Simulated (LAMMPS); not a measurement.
Molecular dynamics of a melt made from Al (fcc), 4000 atoms, at 510 K and 0 GPa, brought to that temperature within a few picoseconds.

Level of theory: classical MD, pair style eam/alloy, file AlCu.eam.alloy, run in LAMMPS.

```yaml
state_found: liquid
density: 2.4796 ± 0.0004 g/cm³
volume_per_atom: 18.069 ± 0.003 Å³/atom
enthalpy_per_atom: -3.1210 ± 0.0003 eV/atom
first peak of g(r): 2.80 Å, height 3.4
coordination_number: 13.1 (counted to 3.86 Å)
most common Al-Al-Al angle: at the 3° bin centred on 55.5°, after smoothing over three bins (mean of all 96°)
self-diffusion coefficient of Al (not corrected for cell size): (7.0 ± 0.2) × 10^-6 cm²/s
mean frequency of the vibrational (phonon) density of states: 4.8 THz
cost: around 16 core-minutes (rough)
```

Potential: file AlCu.eam.alloy of the LAMMPS distribution; its header cites Cai and Ye, Phys Rev B, 54, 8398-8410 (1996).

Caution: this liquid lies under the melting point of about 750 K that EAM-type AlCu.eam.alloy gives, so it is undercooled.

States go by the mean squared displacement: a species diffuses where it passes 1.5 Å², still rises and gives D over 1e-6 cm²/s; a crystal has left its structure where atoms lie 0.35 Å off their sites on average or a cubic box changes its shape by 3 %, or the axial ratios of another lie 8 % off the starting cell's, which the potential's own relaxation can also do.

Errors of D are the spread over four groups of atoms in one short run; a floor of about 5 %, a picked value, is safer.

Errors shown are sampling errors alone.

```csv
frequency (THz),vibrational (phonon) density of states (1/THz)
0.07150,0.0243
0.3575,0.0330
0.6435,0.0482
0.9295,0.0641
1.216,0.0776
1.502,0.0907
1.788,0.1043
2.075,0.1150
2.361,0.1241
2.647,0.1321
2.933,0.1378
3.218,0.1424
3.505,0.1462
3.791,0.1494
4.078,0.1496
4.364,0.1477
4.649,0.1443
4.935,0.1412
5.222,0.1366
5.508,0.1329
5.793,0.1311
6.079,0.1274
6.366,0.1248
6.652,0.1221
6.938,0.1151
7.224,0.1055
7.511,0.0960
7.796,0.0840
8.082,0.0696
8.369,0.0570
8.655,0.0454
8.941,0.0347
9.227,0.0264
9.514,0.0205
9.800,0.0161
10.09,0.0128
10.37,0.0104
10.66,0.0087
10.94,0.0074
11.23,0.0063
11.52,0.0053
11.80,0.0046
12.09,0.0039
12.37,0.0033
12.66,0.0029
12.95,0.0025
13.23,0.0022
13.52,0.0019
13.80,0.0016
14.09,0.0014
```
